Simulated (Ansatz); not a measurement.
Here is the system:

```yaml
crystal:
  lattice:
    - [0.00000, 2.89178, 2.89178]
    - [2.89178, 0.00000, 2.89178]
    - [2.89178, 2.89178, 0.00000]
  atoms:
    - { symbol: In, position: [0.00000, 0.00000, 0.00000] }
    - { symbol: P, position: [0.25000, 0.25000, 0.25000] }
```

These are r2SCAN with spin-orbit coupling, rigid bands (plane waves, PAW; Ansatz, a program for electronic structure) values and carry that method's errors. Condition of this run: hydrostatic pressure 5 GPa (the target of the relaxation). How the cell was made: cell and atoms relaxed with r2SCAN, then loaded as said.

Question: Predict the electron conductivity mass (n e² τ/σ) at 300 K, by direction if it differs.

Answer: 0.106 mₑ.

Question: What conductivity effective mass do dilute holes have at 300 K?

Answer: 0.53 mₑ.

Question: And the band gap?

Answer: 1.37 eV at this level; semilocal functionals usually fall short of the measured gap.

Rigid bands, one relaxation time for all states, no polarons.
